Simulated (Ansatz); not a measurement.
Hg (R-3m, No. 166, 1 atom in the cell) was calculated with PBEsol+SOC in Ansatz (PAW).

Run with plane-wave cutoff 520 eV, 20×20×20 k mesh, Fermi–Dirac smearing 0.05 eV, PAW data made under PBE.

Response to compression and expansion:

Shape and atoms are relaxed at each volume.

```csv
V (Å³/atom),P (GPa),c (Å),a (Å)
22.349,1.82,6.463,3.461
22.815,0.83,6.437,3.504
23.280,0.01,6.402,3.549
23.746,-0.54,6.322,3.607
24.211,-0.27,5.931,3.760
```

Note: the relaxation could not lower the start's symmetry, so the cell can be a saddle point above a distorted one.

Ansatz is a program for electronic structure.
